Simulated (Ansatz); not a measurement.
# A computed series for TaSi2: pressure series

Base system: TaSi2 (space group P6_222, No. 180).

```cif
data_Si6Ta3
_chemical_formula_sum 'Ta3 Si6'
_space_group_name_H-M_alt 'P6222'
_space_group_IT_number 180
_space_group_name_Hall 'P 62 2 (0 0 4)'
_cell_length_a 4.80388
_cell_length_b 4.80388
_cell_length_c 6.60424
_cell_angle_alpha 90.000
_cell_angle_beta 90.000
_cell_angle_gamma 120.000
loop_
_atom_site_label
_atom_site_type_symbol
_atom_site_symmetry_multiplicity
_atom_site_Wyckoff_symbol
_atom_site_fract_x
_atom_site_fract_y
_atom_site_fract_z
_atom_site_occupancy
Ta1 Ta 3 c 0.50000 0.00000 0.00000 1
Si1 Si 6 i 0.15903 0.31805 0.00000 1
```

Cell and atoms are relaxed at each pressure.

Level of theory: PBE (Ansatz, an electronic-structure program; PAW; 420 eV plane waves; without spin-orbit coupling), earlier PAW set.

Notes on the quantities. enthalpy: H = E + PV relative to the base's energy.

```tsv
variant	shortest interatomic distance	c/a ratio	enthalpy
base	256.8 pm	1.375	–
pressure −2 GPa	257.7 pm	1.373	-0.18 eV/atom
pressure −1 GPa	257.2 pm	1.374	-0.09 eV/atom
pressure 0.3 GPa	256.7 pm	1.375	+0.03 eV/atom
pressure 0.7 GPa	256.6 pm	1.375	+0.06 eV/atom
pressure 1.5 GPa	256.3 pm	1.376	+0.14 eV/atom
pressure 3 GPa	255.7 pm	1.377	+0.27 eV/atom
pressure 5 GPa	255.0 pm	1.378	+0.45 eV/atom
pressure 7.5 GPa	254.1 pm	1.380	+0.67 eV/atom
pressure 10 GPa	___	___	+0.89 eV/atom
```

### Question
What belongs in the blanks?

### Answer

- pressure 10 GPa, shortest interatomic distance: 253.2 pm
- pressure 10 GPa, c/a ratio: 1.382

Load acts through the strain it causes; cell and atoms are relaxed under it. Stability against distortions was not tested. No other phases were tried under pressure. The final runs are not spin-polarised. An odd electron count without spin: TaSi2.
